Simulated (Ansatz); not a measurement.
## Converging the k-point mesh at a smearing width of 0.02 eV: HfN (I4mm, 2 atoms in the cell)

```
HfN
1.0
    0.00000     2.24870     2.24870
    2.24870     0.00000     2.24870
    2.24870     2.24870     0.00000
Hf N
1 1
Cartesian
  0.00000   0.00000   0.05000
  2.24870   2.24870   2.24870
```

Computed with PBEsol, default PAW files made with PBE (plane waves; Ansatz, a quantum-chemistry and plane-wave program).

Base settings: basis.ecutwfc = 420 eV; kpoints.mp_grid.grid = 13 13 13; hamiltonian.xc = pbesol; hamiltonian.pseudopotentials = {kind: paw} (the program's default PAW files); scf.occupations.method = fermi_dirac; scf.occupations.width = 0.1 eV.

In this ladder: scf.occupations.width = 0.02 eV.

Only quantities that move along the ladder and can be compared are tabulated.

The count of work is k-points × plane waves × bands × iterations; it is no time. Core times come from one kind of shared machine, to one figure; runs under 30 s give none.

The starting cell has typed, rounded lattice constants, without a prior relaxation at this level. Its lattice was rescaled by up to half a per cent. One atom was moved a little off its site on purpose. Ansatz's pressure includes its estimate of the finite-basis (Pulay) stress.

```csv
kpoints.mp_grid.grid,free energy less the last step's (meV/atom),pressure (GPa),largest difference of a force vector from the last step's (eV/Å),count of work / last,core time / last (rough)
5 5 5,-6.31,1.04,0.002,0.0077,–
6 6 6,-18.60,1.02,0.014,0.013,–
8 8 8,8.20,1.39,0.000,0.025,–
9 9 9,-3.29,1.15,0.024,0.038,–
11 11 11,2.79,1.19,0.009,0.063,–
14 14 14,1.89,1.16,0.015,0.12,–
17 17 17,0.58,1.12,0.003,0.20,–
20 20 20,0.42,1.12,0.003,0.32,0.3
25 25 25,-0.31,1.11,0.002,0.59,0.5
30 30 30,0.00,1.12,0.000,1.0,1
```

Coarsest kpoints.mp_grid.grid that holds the forces within 0.02 eV/Å of the last step, with all finer ones: 11 11 11, at 0.063 of the last step's count of work; the step before is off by 0.024 eV/Å.

Coarsest kpoints.mp_grid.grid that holds the free energy within 5 meV/atom of the last step, with all finer ones: 9 9 9, at 0.038 of the last step's count of work; the step before is off by 8.2 meV/atom.

Coarsest kpoints.mp_grid.grid that holds the pressure within 0.05 GPa of the last step, with all finer ones: 14 14 14, at 0.12 of the last step's count of work; the step before is off by 0.07 GPa.

Keys are those of Ansatz 0.2.
